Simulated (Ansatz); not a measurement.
The parent structure is K₂Te in the anti-fluorite structure (space group Fm-3m, No. 225; a = 8.091 Å). Axes: x, y, z lie along the cube axes.

Computed with Ansatz (a quantum-chemistry and plane-wave program), PBEsol, PAW, cutoff 420 eV, scalar-relativistic without spin-orbit coupling.

Before the change:

| Item | Result |
|---|---|
| Band gap | 2.16 eV |
| Pressure | 0.1 kbar |
| Smallest direct gap | 2.23 eV |

Perturbation: the cell is compressed by 1.00 % along z with no lateral relaxation; the atoms relax in the strained cell.

Task: Estimate the effect on the band gap, pressure, smallest direct gap and energy relative to the base.

Result: The band gap goes up by 0.015 eV to 2.18 eV; the pressure (mean of the normal stresses, compression positive) increases by 1.46 kbar to 1.5 kbar; the smallest direct gap grows by 0.02 eV to 2.25 eV; the energy goes up by 0.4 meV/atom.

With Te present, leaving out spin-orbit coupling can change the band edges. Stability against distortions was not tested.
